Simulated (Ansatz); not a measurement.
We consider BaAl4 (I4/mmm, No. 139), described by PBEsol-D3(BJ) (Ansatz, a first-principles code, PAW).

Numerical settings: plane-wave cutoff 520 eV, 18×18×18 k mesh, Fermi–Dirac smearing 0.05 eV, scalar-relativistic PAW data made under PBE.

Shape and atoms are relaxed at each volume.

Pressure at four volumes; x = ln(V/22.016 Å³). One pressure is withheld.

| V (Å³/atom) | x | P (GPa) |
|---|---|---|
| 21.136 | -0.0408 | 2.65 |
| 22.016 | 0.0000 | 0.00 |
| 22.457 | 0.0198 | -1.14 |
| 22.897 | 0.0392 | ? |

Q: Pass a parabola P(x) through the three rows shown, estimate the bulk modulus and its pressure derivative near zero pressure, and predict the withheld pressure.

A: Slopes between the rows: (0.00 − (2.65))/(0.0000 − (-0.0408)) = -64.95 and (-1.14 − (0.00))/(0.0198 − (0.0000)) = -57.58 GPa. Their difference over the span 0.0606 is c = 7.37/0.0606 = 121.6 GPa, so P(x) = 2.65 + (-64.95)(x − (-0.0408)) + 121.6 (x − (-0.0408))(x − (0.0000)). At the middle row B = −dP/dx = −[-64.95 + 121.6 × 0.0408] = 60.0 GPa, and B′ = dB/dP = 2c/B = 4.1. At x = 0.0392 the parabola gives -2.16 GPa; the run gives -2.16 GPa. The Birch–Murnaghan fit to the energies at all volumes has B0 = 59.7 GPa and B′ = 4.0.

Spin–orbit coupling is not included.
